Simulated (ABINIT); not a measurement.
ABINIT run on InH (P6_3mc, 4 atoms in the cell): self-consistent single point.

Method: LDA (PW92), PAW (JTH v2.0 LDA PAW) (plane waves; ABINIT).

```xyz
4
Lattice="3.4309 0.0000 0.0000 -1.7154 2.9712 0.0000 0.0000 0.0000 6.7445" Properties=species:S:1:pos:R:3 pbc="T T T"
In     0.0000     1.9808     2.3173
In     1.7154     0.9904     5.6895
H      0.0000     1.9808     0.2119
H      1.7154     0.9904     3.5842
```

Reference input (self-consistent single point, DFT, PBEsol, plane waves, PAW (JTH v2.0 PBE PAW, files made for PBE)): pseudos = [In.GGA_PBE-JTH.xml, H.GGA_PBE-JTH.xml]; ecut = 30 Ha; pawecutdg = 60 Ha; pawxcdev = 0; ixc = -116133; occopt = 7; tsmear = 0.136 eV; ngkpt = 8 8 4; nshiftk = 1; shiftk = 0 0 0; potentials = JTH v2.0 PBE PAW; nband = 19. This run's input differs from it in these lines:

```diff
@@ -1,4 +1,4 @@
-# InH, JTH v2.0 PBE PAW
+# InH, JTH v2.0 LDA PAW
 pp_dirpath "./"
-pseudos "In.GGA_PBE-JTH.xml, H.GGA_PBE-JTH.xml"
+pseudos "In.LDA_PW-JTH.xml, H.LDA_PW-JTH.xml"
 acell 3*1.0 Angstrom
@@ -20,3 +20,2 @@
 pawxcdev 0
-ixc -116133
 occopt 7
```

Its files differ too (potentials: JTH v2.0 PBE PAW → JTH v2.0 LDA PAW).

The program printed (abridged):

```
--- !BeginCycle
solver: {iscf: 17, nstep: 60, nline: 4, wfoptalg: 10, }
tolerances: {tolvrs: 1.00E-10, }
...

     iter   Etot(hartree)      deltaE(h)  residm     nres2
 ETOT  1  -117.39305241874    -1.174E+02 6.721E-02 7.036E+00
 ETOT  2  -117.44372789502    -5.068E-02 1.105E-02 1.450E+00
 ETOT  3  -117.44285152969     8.764E-04 8.586E-03 2.023E-01
 ETOT  4  -117.44269793964     1.536E-04 2.716E-03 6.770E-03
 ETOT  5  -117.44270601166    -8.072E-06 4.266E-04 1.436E-03
   [... 3 lines left out ...]
 ETOT  9  -117.44270525812     1.748E-11 2.566E-05 2.064E-08
 ETOT 10  -117.44270525811     1.235E-11 1.642E-05 1.988E-09
 ETOT 11  -117.44270525811     3.979E-13 8.313E-06 8.643E-10
 ETOT 12  -117.44270525811     4.832E-13 4.479E-06 2.384E-11
 At SCF step   12       nres2   =  2.38E-11 < tolvrs=  1.00E-10 =>converged.

 Cartesian components of stress tensor (hartree/bohr^3)
  sigma(1 1)=  1.49328628E-04  sigma(3 2)=  0.00000000E+00
  sigma(2 2)=  1.49328627E-04  sigma(3 1)=  0.00000000E+00
  sigma(3 3)=  1.59275838E-04  sigma(2 1)=  2.89804173E-14

 ----iterations are completed or convergence reached----

 reduced coordinates (array xred) for    4 atoms
       0.333333333333      0.666666666667      0.343580000000
       0.666666666667      0.333333333333      0.843580000000
       0.333333333333      0.666666666667      0.031420000000
       0.666666666667      0.333333333333      0.531420000000
 cartesian forces (eV/Angstrom) at end:
    1     -0.00000000000000    -0.00000000000000    -0.03660585350670
   [... lines left out ...]
 Fermi (or HOMO) energy (hartree) =   0.14509   Average Vxc (hartree)=  -0.35861
   [... lines left out ...]
'-kT*entropy'       : -9.18038752448493E-04
total_energy        : -1.17442703693952E+02
total_energy_eV     : -3.19577849177237E+03
...

-Cartesian components of stress tensor (GPa)         [Pressure= -4.4910E+00 GPa]
- sigma(1 1)=  4.39339917E+00  sigma(3 2)=  0.00000000E+00
- sigma(2 2)=  4.39339916E+00  sigma(3 1)=  0.00000000E+00
- sigma(3 3)=  4.68605614E+00  sigma(2 1)=  8.52633172E-10

 Calculation completed.
```

The run converged in 12 iterations. Against the reference run the pressure goes from -3.27 to -4.49 GPa and the largest force moves little (0.033 to 0.037 eV/Å).

The starting cell comes from a database of computed structures (which also holds hypothetical and non-ambient phases and stackings), without a prior relaxation at this level. With a pressure of about -4 GPa the cell is away from its equilibrium volume at this level.

Cost on one core of a shared machine: roughly 40 s.
